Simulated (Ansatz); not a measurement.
The starting structures come from a database of crystals and need not be the phases stable at ambient conditions.

Tunnelling through a barrier is set by its complex band structure: the current falls as exp(−2κd) with the smallest κ.

```yaml
crystal:
  lattice:
    - [4.18930, 0.00000, 0.00000]
    - [0.00000, 8.39997, 0.00000]
    - [0.00000, 0.00000, 10.51945]
  atoms:
    - { symbol: Sn, position: [0.75000, 0.36656, 0.66507] }
    - { symbol: Sn, position: [0.25000, 0.63344, 0.33493] }
    - { symbol: Sn, position: [0.25000, 0.13344, 0.16507] }
    - { symbol: Sn, position: [0.75000, 0.86656, 0.83493] }
    - { symbol: Br, position: [0.75000, 0.67130, 0.55009] }
    - { symbol: Br, position: [0.25000, 0.32870, 0.44991] }
    - { symbol: Br, position: [0.25000, 0.82870, 0.05009] }
    - { symbol: Br, position: [0.75000, 0.17130, 0.94991] }
    - { symbol: Br, position: [0.75000, 0.98571, 0.31582] }
    - { symbol: Br, position: [0.25000, 0.01429, 0.68418] }
    - { symbol: Br, position: [0.25000, 0.51429, 0.81582] }
    - { symbol: Br, position: [0.75000, 0.48571, 0.18418] }
```

Space group of this cell: Pnma. The cell was relaxed by PBE-D3(BJ); by PBEsol its mean pressure is -0.9 GPa.

Transport runs along the normal of the first two printed cell vectors.

The gap is the functional's own, uncorrected, and κ follows it; spin-orbit coupling is left out. Mid-gap values are interpolated between the computed energies.

Question: State the band gap and the smallest decay constant κ at mid-gap according to Ansatz (an electronic-structure program) with PBEsol.

Answer: Gap 2.29 eV on a 8×4×4 mesh; κ = 0.274 1/Å, at (0.250, 0.000) of the in-plane reciprocal vectors. At the zone centre, at the nearest computed energy, the slowest state has κ = 0.31 1/Å.
